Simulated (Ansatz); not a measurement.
**PBE against PBEsol: hypothetical diamond Ba**

Take Ba in the diamond structure (space group Fd-3m, No. 227; a = 7.6745 Å; a hypothetical phase, not in the database extracts checked) as the base.

(Cell as relaxed with PBE.)

Levels (all Ansatz, a quantum-chemistry and plane-wave program, PAW): PBE (420 eV, without spin-orbit coupling); PBEsol (420 eV, no spin-orbit coupling).

Each level relaxes its own structure.

```csv
quantity,PBE,PBEsol
volume per atom,56.50 Å³,(withheld)
lattice parameter a,767.5 pm,(withheld)
band gap,zero,(withheld)
```

### Question
Predict the PBEsol column.

### Answer

- volume per atom, PBEsol: 50.74 Å³
- lattice parameter a, PBEsol: 740.4 pm
- band gap, PBEsol: zero

PBE's volume per atom lies 5.76 Å³ above PBEsol's (11.4 %); PBE's lattice parameter a lies 27.02 pm above PBEsol's (3.6 %); the two agree on the band gap. Neither level is exact; PBEsol is the comparison here, not a measurement.

No phonon test of stability was made.
